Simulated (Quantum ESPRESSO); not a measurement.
Quantum ESPRESSO run on KMgF3 (Pm-3m, 5 atoms in the cell): self-consistent single point.

Level of theory: vdW-DF-cx, PseudoDojo standard norm-conserving (PBE) pseudopotentials (plane waves; Quantum ESPRESSO).

```
KMgF3
1.0
    3.96534     0.00000     0.00000
    0.00000     3.96534     0.00000
    0.00000     0.00000     3.96534
K Mg F
1 1 3
Direct
  0.50000   0.50000   0.50000
  0.00000   0.00000   0.00000
  0.00000   0.50000   0.00000
  0.50000   0.00000   0.00000
  0.00000   0.00000   0.50000
```

Reference input (self-consistent single point, DFT, PBEsol, plane waves, PseudoDojo standard norm-conserving (PBESOL) pseudopotentials): ecutwfc = 85 Ry; occupations = fixed; potentials = {K: K.upf, Mg: Mg.upf, F: F.upf}; K_POINTS = automatic 4 4 4 0 0 0; nbnd = 24; conv_thr = 1e-08 Ry; mixing_beta = 0.7. This run's input differs from it in these lines:

```diff
@@ -15,2 +15,3 @@
     nbnd = 24
+    input_dft = 'vdw-df-cx'
 /
```

Its files differ too (potentials: PseudoDojo standard norm-conserving (PBE)).

Output, abridged:

```
     Self-consistent Calculation

     iteration #  1     ecut=    85.00 Ry     beta= 0.70

     total energy              =    -327.08143718 Ry
     estimated scf accuracy    <       0.43524588 Ry

     iteration #  2     ecut=    85.00 Ry     beta= 0.70

     total energy              =    -327.20877651 Ry
     estimated scf accuracy    <       0.26955331 Ry

     iteration #  3     ecut=    85.00 Ry     beta= 0.70

     total energy              =    -327.26266725 Ry
     estimated scf accuracy    <       0.00206341 Ry

   [... 4 blocks of this kind left out ...]

     iteration #  8     ecut=    85.00 Ry     beta= 0.70

     total energy              =    -327.26320383 Ry
     estimated scf accuracy    <       0.00000004 Ry

     iteration #  9     ecut=    85.00 Ry     beta= 0.70
     End of self-consistent calculation

     highest occupied, lowest unoccupied level (ev):     2.9654   10.5333

!    total energy              =    -327.26320383 Ry
     estimated scf accuracy    <          5.2E-09 Ry

     convergence has been achieved in   9 iterations

     Forces acting on atoms (cartesian axes, Ry/au):

     atom    1 type  1   force =     0.00000000    0.00000000    0.00000000
   [... zero for the other atoms too ...]

     Total force =     0.000000     Total SCF correction =     0.000000

          total   stress  (Ry/bohr**3)                   (kbar)     P=       28.63
   0.00019465   0.00000000   0.00000000           28.63        0.00        0.00
   0.00000000   0.00019465   0.00000000            0.00       28.63        0.00
   0.00000000   0.00000000   0.00019465            0.00        0.00       28.63

   JOB DONE.
```

The run converged in 9 iterations. Against the reference run the pressure goes from 1.33 to 2.86 GPa and the gap on the mesh goes from 7.282 to 7.568 eV.

The starting cell comes from a database of computed structures (which also holds hypothetical and non-ambient phases and stackings), without a prior relaxation at this level. Its lattice was rescaled by a random factor within 2.5 % of one.

Cost on one core of a shared machine: roughly 3 min.
